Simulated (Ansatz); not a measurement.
The starting structures come from a database of crystals and need not be the phases stable at ambient conditions.

Inside the gap of an insulator the Bloch states are evanescent, with a wavenumber k + iκ along the transport direction.

Input:

```
CELL_PARAMETERS angstrom
      4.87451     0.00000     0.00000
      0.00000     5.44806     0.00000
      0.00000     0.00000    12.45080
ATOMIC_POSITIONS crystal
  Sb 0.03624 0.17626 0.87268
  Sb 0.96376 0.82374 0.12732
  Sb 0.46376 0.17626 0.62732
  Sb 0.53624 0.82374 0.37268
  Sb 0.53624 0.32374 0.12732
  Sb 0.46376 0.67626 0.87268
  Sb 0.96376 0.32374 0.37268
  Sb 0.03624 0.67626 0.62732
  O  0.25000 0.00733 0.75000
  O  0.75000 0.99267 0.25000
  O  0.75000 0.49267 0.25000
  O  0.25000 0.50733 0.75000
  O  0.14433 0.84832 0.94252
  O  0.85567 0.15168 0.05748
  O  0.35567 0.84832 0.55748
  O  0.64433 0.15168 0.44252
  O  0.64433 0.65168 0.05748
  O  0.35567 0.34832 0.94252
  O  0.85567 0.65168 0.44252
  O  0.14433 0.34832 0.55748
```

The cell was relaxed by PBE-D3(BJ); by r2SCAN it stands under a pressure of -2.4 GPa.

Transport runs along the normal of the first two printed cell vectors.

The gap is the functional's own, uncorrected, and κ follows it; spin-orbit coupling is left out. Mid-gap means the computed energy nearest the middle.

**Question.** Predict the band gap and the smallest decay constant κ at mid-gap from Ansatz (a quantum-chemistry and plane-wave program) with r2SCAN.

**Answer.** Gap 2.28 eV on a 6×6×4 mesh; κ = 0.243 1/Å, at the zone centre.
